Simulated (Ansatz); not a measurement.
The starting structures come from a database of crystals and need not be the phases stable at ambient conditions.

 Where the default PAW files enter, the runs use the earlier of Ansatz's two default sets.

By LDA, the system below comes out a metal.

The ballistic (Sharvin) conductance counts the channels at the Fermi level: G/A = (e²/h) × channels of both spins per area.

Here is the system:

```yaml
crystal:
  lattice:
    - [2.87389, 0.00000, 0.00000]
    - [0.00000, 4.99180, 0.00000]
    - [1.43694, 2.49590, 2.65087]
  atoms:
    - { symbol: Ge, position: [0.81406, 0.75000, 0.50000] }
    - { symbol: Ge, position: [0.18594, 0.25000, 0.50000] }
```

Space group of this cell: Imma. The cell is taken as given; by LDA its mean pressure is -4.2 GPa.

The current flows along the normal of the first two printed cell vectors. No spin-orbit coupling; the value is a mean over 0.1 eV about the Fermi level.

### Question
Compute, with LDA (Ansatz, a program for electronic structure), the ballistic conductance per area.

### Answer
1.1 × 10¹⁵ S/m² for both spins.
